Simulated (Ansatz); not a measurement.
**MgS, response to strain**

Consider MgS in the rock salt structure (space group Fm-3m, No. 225; a = 5.182 Å). Axes: x, y, z lie along the cube axes.

Strains are applied to the cell and any free atomic positions relax; under biaxial strain the out-of-plane vector relaxes too.

All numbers come from PBEsol, PAW, 420 eV (Ansatz, a program for electronic structure; no spin-orbit coupling).

Candidates:
(a) biaxial strain −3.00 %, plane normal [001], relaxed out of plane
(b) biaxial strain −1.00 %, plane normal [001], relaxed out of plane
(c) biaxial strain −2.50 %, plane normal [001], relaxed out of plane
(d) biaxial strain +2.00 %, plane normal [001], relaxed out of plane

Task: Order them by out-of-plane strain, lowest first.

Result: (d) biaxial strain +2.00 %, plane normal [001], relaxed out of plane (-1.04 %), (b) biaxial strain −1.00 %, plane normal [001], relaxed out of plane (+0.55 %), (c) biaxial strain −2.50 %, plane normal [001], relaxed out of plane (+1.40 %), (a) biaxial strain −3.00 %, plane normal [001], relaxed out of plane (+1.69 %)

No phonon test of stability was made.
